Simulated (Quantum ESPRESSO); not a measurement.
A self-consistent single point of CaO (Fm-3m, 2 atoms in the cell) with Quantum ESPRESSO.

Method of the run: PBE, GBRV 1.5 ultrasoft (PBE) pseudopotentials (plane waves; Quantum ESPRESSO 7.5).

The change in words: lattice scaled by 0.98. Reference geometry:
```yaml
crystal:
  lattice:
    - [-2.40500, 0.00000, 2.40500]
    - [0.00000, 2.40500, 2.40500]
    - [-2.40500, 2.40500, 0.00000]
  atoms:
    - { symbol: Ca, position: [0.00000, 0.00000, 0.00000] }
    - { symbol: O, position: [0.50000, 0.50000, 0.50000] }
```

Reference input (self-consistent single point, DFT, PBE, plane waves, GBRV 1.5 ultrasoft (PBE) pseudopotentials): ecutwfc = 40 Ry; ecutrho = 200 Ry; occupations = smearing; smearing = fermi-dirac; degauss = 0.0036749 Ry; potentials = {Ca: ca_pbe_v1.uspp.F.UPF, O: o_pbe_v1.2.uspp.F.UPF}; K_POINTS = automatic 12 12 12 0 0 0; conv_thr = 1e-08 Ry. This run's input differs from it in these lines:

```diff
@@ -10,3 +10,3 @@
     ibrav = 2,
-    celldm(1) = 9.0895826594,
+    celldm(1) = 8.9077910063,
     nat = 2,
```

The program printed (abridged):

```
     Self-consistent Calculation

     iteration #  1     ecut=    40.00 Ry     beta= 0.70

     total energy              =    -107.26590957 Ry
     estimated scf accuracy    <       0.48687172 Ry

     iteration #  2     ecut=    40.00 Ry     beta= 0.70

     total energy              =    -107.25093864 Ry
     estimated scf accuracy    <       1.31050763 Ry

     iteration #  3     ecut=    40.00 Ry     beta= 0.70

     total energy              =    -107.50853066 Ry
     estimated scf accuracy    <       0.00883289 Ry

   [... 3 blocks of this kind left out ...]

     iteration #  7     ecut=    40.00 Ry     beta= 0.70

     total energy              =    -107.50971094 Ry
     estimated scf accuracy    <       0.00000005 Ry

     iteration #  8     ecut=    40.00 Ry     beta= 0.70
     End of self-consistent calculation

     the Fermi energy is     9.9859 ev

!    total energy              =    -107.50971094 Ry
     estimated scf accuracy    <          9.5E-09 Ry
     smearing contrib. (-TS)   =      -0.00000000 Ry
     internal energy E=F+TS    =    -107.50971094 Ry

     convergence has been achieved in   8 iterations

     Forces acting on atoms (cartesian axes, Ry/au):

     atom    1 type  1   force =     0.00000000    0.00000000    0.00000000
     atom    2 type  2   force =     0.00000000    0.00000000    0.00000000

     Total force =     0.000000     Total SCF correction =     0.000000

          total   stress  (Ry/bohr**3)                   (kbar)     P=       92.10
   0.00062611  -0.00000000  -0.00000000           92.10       -0.00       -0.00
  -0.00000000   0.00062611   0.00000000           -0.00       92.10        0.00
  -0.00000000   0.00000000   0.00062611           -0.00        0.00       92.10

   JOB DONE.
```

The run converged in 8 iterations. Against the reference run the free energy rises by 26.3 meV/atom, the pressure goes from 1.47 to 9.21 GPa and the gap on the mesh goes from 3.662 to 3.640 eV.

The starting cell has typed, rounded lattice constants, without a prior relaxation at this level. For this run, on top of that: lattice scaled by 0.98. With a pressure of about 9 GPa the cell is away from its equilibrium volume at this level.
